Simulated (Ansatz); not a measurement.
BAs (model structure, started from the BeO type, P4₂/mnm, No. 136, 8 atoms in the cell), treated with PBEsol in Ansatz (plane waves, PAW).

Numerical settings: plane-wave cutoff 520 eV, 6×6×10 k mesh (along the axes of the cell as run), Fermi–Dirac smearing 0.01 eV, scalar-relativistic PAW data made under PBE.

Cell (relaxed at this level):

```
CELL_PARAMETERS angstrom
      5.83729     0.00000     0.00000
      0.00000     5.83729     0.00000
      0.00000     0.00000     3.36177
ATOMIC_POSITIONS crystal
  B  0.32270 0.67730 0.00000
  B  0.67730 0.32270 0.00000
  B  0.82270 0.82270 0.50000
  B  0.17730 0.17730 0.50000
  As 0.31842 0.31842 0.00000
  As 0.68158 0.68158 0.00000
  As 0.18158 0.81842 0.50000
  As 0.81842 0.18158 0.50000
```

Problem. Estimate the band gap and bulk modulus B0 that the calculation returns.

Solution. 
* **band gap**: 0.61 eV (on the SCF k mesh)
* **bulk modulus B0**: 129 GPa

Note: the bulk modulus is −V dP/dV from two relaxed cells at ±2 % in volume; the relaxation could raise the start's symmetry but not lower it, so the cell can be a saddle point.

Spin–orbit coupling is not included.

Computed values are for the static lattice.

A model structure was made by putting elements into a prototype or built by hand; it is no filed structure, need not be a known phase, and can be a saddle point held by its symmetry.

Ansatz is a program for electronic structure.
